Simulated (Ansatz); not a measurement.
The starting structures come from a database of crystals and need not be the phases stable at ambient conditions.

Consider the following.

```
CELL_PARAMETERS angstrom
      4.50617     0.00000     0.00000
      0.00000     4.50617     0.00000
      0.00000     0.00000     6.34882
ATOMIC_POSITIONS crystal
  Al 0.00000 0.00000 0.00000
  In 0.50000 0.50000 0.50000
  Sb 0.00000 0.50000 0.23337
  Sb 0.50000 0.00000 0.76663
```

Space group of this cell: P-4m2. The cell is taken as given.

Method: r2SCAN (plane waves, PAW; Ansatz, an electronic-structure program).

The current runs along the normal of the first two printed vectors; no spin-orbit coupling. Scaled by the factor s: all lengths (ions clamped). Meshes 8×8×6 and 8×8 across the current in all rows.

```tsv
s	mean pressure (GPa)	band gap (eV)
0.98	3.3	?
1.00	-0.1	0.94
1.02	-2.6	0.53
```

Q: Take the slope of the band gap against ln s from the two given rows, extrapolate to s = 0.98, and say what the run there gives.

A: Slope = (0.53 − 0.94) / ln 1.02 = -20.7 eV. The line gives 0.94 + (-20.7) × ln 0.98 = 1.36 eV. The run gives 1.11 eV, 0.25 eV under the line, 59 % of the predicted step.
